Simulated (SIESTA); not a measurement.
Band structure of Y2Ge3 (P-6m2, 5 atoms in the cell).

```yaml
crystal:
  lattice:
    - [4.39243, 0.00000, 0.00000]
    - [-2.19622, 3.80396, 0.00000]
    - [0.00000, 0.00000, 7.10729]
  atoms:
    - { symbol: Y, position: [0.00000, 0.00000, 0.72993] }
    - { symbol: Y, position: [0.00000, 0.00000, 0.27007] }
    - { symbol: Ge, position: [0.33333, 0.66667, 0.00000] }
    - { symbol: Ge, position: [0.66667, 0.33333, 0.50000] }
    - { symbol: Ge, position: [0.66667, 0.33333, 0.00000] }
```

Method: GGA PBEsol, numerical atomic orbitals DZP, PseudoDojo PBEsol standard norm-conserving potentials (rewritten from UPF to PSML) (SIESTA).

Settings: XC.functional = GGA; XC.authors = PBEsol; potentials = PseudoDojo PBEsol standard; PAO.BasisSize = DZP; PAO.EnergyShift = 0.01 Ry; MeshCutoff = 400 Ry; kgrid.MonkhorstPack = 7 7 4; OccupationFunction = FD; ElectronicTemperature = 1160.45 K; MaxSCFIterations = 150; SCF.Mixer.Method = Pulay; SCF.Mixer.Weight = 0.25; SCF.Mixer.History = 6; SCF.DM.Tolerance = 1.0E-05.

The starting cell comes from a database of computed structures (which also holds hypothetical and non-ambient phases and stackings), without a prior relaxation at this level. Values carry the incompleteness of an atom-centred basis.

Levels in eV from the Fermi level, bands 29 to 34:
| point | 29 | 30 | 31 | 32 | 33 | 34 |
|---|---|---|---|---|---|---|
| Γ | -2.73 | -0.54 | -0.54 | -0.13 | 0.80 | 0.80 |
| M | -2.39 | -1.81 | -1.57 | -0.48 | 1.39 | 1.71 |
| K | -1.97 | -1.58 | -1.02 | 1.04 | 1.33 | 1.48 |
| A | -2.61 | -1.73 | -0.50 | -0.50 | 0.14 | 0.14 |
| L | -2.02 | -1.70 | -0.56 | -0.44 | -0.41 | 2.27 |
| H | -1.54 | -1.54 | -1.38 | -0.93 | 1.08 | 2.21 |

Bands cross the Fermi level along this path, so the cell is metallic at this level.

Higher empty bands are left out: an atom-centred basis made for the valence describes them poorly.
